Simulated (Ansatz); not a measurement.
The parent structure is Bi$_{2}$Te$_{3}$ in the Bi2Te3 type structure (space group R-3m, No. 166).

```
CELL_PARAMETERS angstrom
      2.19356     1.26645    10.09527
     -2.19356     1.26645    10.09527
      0.00000    -2.53291    10.09527
ATOMIC_POSITIONS crystal
  Bi 0.40015 0.40015 0.40015
  Bi 0.59985 0.59985 0.59985
  Te 0.00000 0.00000 0.00000
  Te 0.20935 0.20935 0.20935
  Te 0.79065 0.79065 0.79065
```

Levels (all Ansatz, a first-principles code, PAW): PBE-D3(BJ) (420 eV, no SOC); r2SCAN (500 eV, spin-orbit coupling left out); HSE06 (420 eV, scalar-relativistic without spin-orbit coupling).

One geometry, relaxed with PBE-D3(BJ), under each level:

```csv
level,band gap,lowest conduction level above the VBM at special points
PBE-D3(BJ),0.26 eV,Γ 0.26 eV; L 0.57 eV; T 0.83 eV; F 0.88 eV
r2SCAN,0.49 eV,Γ 0.49 eV; L 0.75 eV; T 0.97 eV; F 1.02 eV
HSE06,0.61 eV,Γ 0.61 eV; L 0.91 eV; T 1.14 eV
```

Single points use the geometry relaxed with PBE-D3(BJ). Spin-orbit coupling, missing from the scalar runs, can matter with Bi and Te. Whether these cells are dynamically stable was not tested. The zero or small gap of Bi2Te3 can change with the level of theory.
